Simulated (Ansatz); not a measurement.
The starting structures come from a database of crystals and need not be the phases stable at ambient conditions.

Consider the following.

```
Li3BN2
1.0
    6.70021     0.00000     0.00000
    0.00000     7.01887     0.00000
    1.98227     0.00000     4.69330
Li B N
12 4 8
Cartesian
  4.82515   3.63030   3.52078
  3.85733   3.38857   1.17253
  0.50722   0.12086   1.17253
  8.17525   6.89801   3.52078
  4.00564   6.93247   3.51251
  4.67684   0.08640   1.18079
  1.32673   3.42303   1.18079
  7.35575   3.59584   3.51251
  2.60529   5.55298   1.20576
  6.07719   1.46589   3.48755
  2.72708   2.04354   3.48755
  5.95540   4.97533   1.20576
  2.73668   4.77269   3.68509
  5.94580   2.24618   1.00822
  2.59569   1.26326   1.00822
  6.08678   5.75561   3.68509
  2.58560   3.93885   2.65111
  6.09688   3.08002   2.04220
  2.74678   0.42941   2.04220
  5.93570   6.58946   2.65111
  0.91134   5.58927   0.03342
  7.77114   1.42960   4.65989
  4.42103   2.07983   4.65989
  4.26144   4.93904   0.03342
```

The cell is taken as given; by r2SCAN it stands under a pressure of 0.5 GPa.

Transport runs along the normal of the first two printed cell vectors.

No gap correction and no spin-orbit coupling; mid-gap is the computed energy nearest the middle.

**Question.** Compute, with r2SCAN (Ansatz, a first-principles code), the band gap and the smallest decay constant κ at mid-gap.

**Answer.** Gap 4.03 eV on a 6×4×6 mesh; κ = 0.432 1/Å, at (0.167, 0.000) of the in-plane reciprocal vectors. At the zone centre the slowest state has κ = 0.43 1/Å.
